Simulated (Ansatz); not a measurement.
# NiAs-type NiSb: bulk modulus B0 by level of theory

No measured value is used here.

```csv
level (code),value (GPa),cell (Å³/atom)
LDA (Ansatz),140,16.38
PBE (Ansatz),[?],17.65
PBEsol (Ansatz),130,16.83
PBE-D4 (Ansatz),[?],17.02
PBEsol-D3(BJ) (Ansatz),141,16.25
r²SCAN+SOC (Ansatz),124,17.13
r²SCAN+rVV10 (Ansatz),130,16.93
```

Q: Fill in the missing entries.

A: 
- PBE (Ansatz, a quantum-chemistry and plane-wave program), value (GPa): 112
- PBE-D4 (Ansatz), value (GPa): 120

The crystal itself was run without spin with LDA, PBE, PBEsol, PBE-D4, PBEsol-D3(BJ), r²SCAN+rVV10; a magnetic state was not tried in these runs. Each level is taken at its own relaxed cell. Cutoffs differ between the levels. Ansatz's density-functional and Hartree–Fock values are scalar-relativistic unless marked +SOC, with PAW data made under PBE.
